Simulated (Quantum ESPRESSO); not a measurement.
## Short convergence ladders for a (100) slab of InSe (cut from a parent of space group no. 12; 8 atoms in the cell)

```
CELL_PARAMETERS angstrom
      5.09837     0.00000     0.00000
      0.00000     4.12985     0.00000
      0.00000     0.00000    22.55191
ATOMIC_POSITIONS crystal
  In 0.08566 0.00000 0.31039
  In 0.96367 0.50000 0.44539
  Se 0.28621 0.00000 0.42140
  Se 0.76312 0.50000 0.33439
  In 0.69552 0.50000 0.55461
  In 0.57354 0.00000 0.68961
  Se 0.89607 0.50000 0.66561
  Se 0.37299 0.00000 0.57860
```

Base method: PBEsol, GBRV 1.5 ultrasoft (PBESOL) pseudopotentials (plane waves; Quantum ESPRESSO).

Base settings: ecutwfc = 40 Ry; ecutrho = 200 Ry; occupations = smearing; smearing = fermi-dirac; degauss = 0.0036749 Ry; potentials = {In: in_pbesol_v1.4.uspp.F.UPF, Se: se_pbesol_v1.uspp.F.UPF}; K_POINTS = automatic 2 3 1 0 0 0; conv_thr = 1e-11 Ry; mixing_beta = 0.5.

The count of work is k-points × plane waves × bands × iterations; it is no time. 

**The vacuum**

The mesh stays at the base's, so the ladder's end is converged at best in this setting alone.

Only quantities that move along the ladder and can be compared are tabulated.

| vacuum between outermost atoms (Å) | free energy less the last step's (meV/atom) | largest difference of a force vector from the last step's (eV/Å) | count of work / last |
|---|---|---|---|
| 3.0 | -133.38 | 0.809 | 0.25 |
| 5.0 | -13.41 | 0.089 | 0.33 |
| 14.0 | 0.07 | 0.000 | 0.58 |
| 30.0 | 0.00 | 0.000 | 1.0 |

Smallest vacuum between outermost atoms (Å) that holds the forces within 0.005 eV/Å of the last step, with all finer ones: 14.0; the step before is off by 0.089 eV/Å.

Smallest vacuum between outermost atoms (Å) that holds the free energy within 2 meV/atom of the last step, with all finer ones: 14.0; the step before is off by 13 meV/atom.

**The plane-wave cutoff**

Moved along: ecutrho.

The mesh stays at the base's, so the ladder's end is converged at best in this setting alone.

Only quantities that move along the ladder and can be compared are tabulated.

```csv
ecutwfc,free energy less the last step's (meV/atom),largest difference of a force vector from the last step's (eV/Å),count of work / last
20 Ry,5716.21,0.146,0.18
28 Ry,220.97,0.008,0.32
40 Ry,31.03,0.002,0.54
60 Ry,0.00,0.000,1.0
```

Coarsest ecutwfc that holds the free energy within 5 meV/atom: not settled: the last two steps still differ by 31 meV/atom, over half the tolerance, so the ladder does not show it.

Coarsest ecutwfc that holds the forces within 0.02 eV/Å of the last step, with all finer ones: 28 Ry, at 0.32 of the last step's count of work; the step before is off by 0.15 eV/Å.

On the base run: the starting cell comes from a database of computed structures (which also holds hypothetical and non-ambient phases and stackings), without a prior relaxation at this level. The slab is cut from that crystal, and its faces are unrelaxed. Its lattice was rescaled by up to half a per cent. Spin polarisation is off, though cut faces can carry moments; the slab shows no gap. Without a gap this mesh is coarse (it stands for a supercell whose shortest in-plane vector is 10 Å).
